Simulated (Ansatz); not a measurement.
# Effect of pressure 50 GPa on CsSnI3

Base system: CsSnI3 in the cubic perovskite structure (space group Pm-3m, No. 221; a = 6.271 Å).

The change: a hydrostatic pressure of 50 GPa.

All numbers come from PBE in Ansatz (plane waves to 420 eV, PAW, no SOC). Γ-centred 6×6×6 mesh, Fermi–Dirac width 0.05 eV.

The density grows by 4.037 g/cm³, from 4.26 g/cm³ to 8.29 g/cm³ and the lattice parameter a drops by 1.250 Å (6.271 Å → 5.021 Å). The shortest interatomic distance falls by 0.625 Å, from 3.136 Å to 2.511 Å and the enthalpy H = E + PV relative to the base's energy comes out as +9.90 eV/atom. The band gap becomes zero (base: 0.45 eV).

Final structure:

```
CELL_PARAMETERS angstrom
      5.02127     0.00000     0.00000
      0.00000     5.02127     0.00000
      0.00000     0.00000     5.02127
ATOMIC_POSITIONS crystal
  Cs 0.00000 0.00000 0.00000
  Sn 0.50000 0.50000 0.50000
  I  0.00000 0.50000 0.50000
  I  0.50000 0.50000 0.00000
  I  0.50000 0.00000 0.50000
```

Cost of the whole job for the changed cell (relaxation, final SCF and bands): very roughly 70 core-seconds.

The mesh was chosen for an insulator and is coarse for the gapless case. Spin-orbit coupling, missing from the scalar runs, can matter with I. Load acts through the strain it causes; cell and atoms are relaxed under it. Stability against distortions was not tested. No other phases were tried under pressure. The final runs are not spin-polarised. Many cubic perovskites are stable only at high temperature; tilts and polar distortions were not tested. A zero or small gap of CsSnI3 under pressure 50 GPa can be the functional's error rather than a property of the material.

Ansatz is a program for electronic structure.
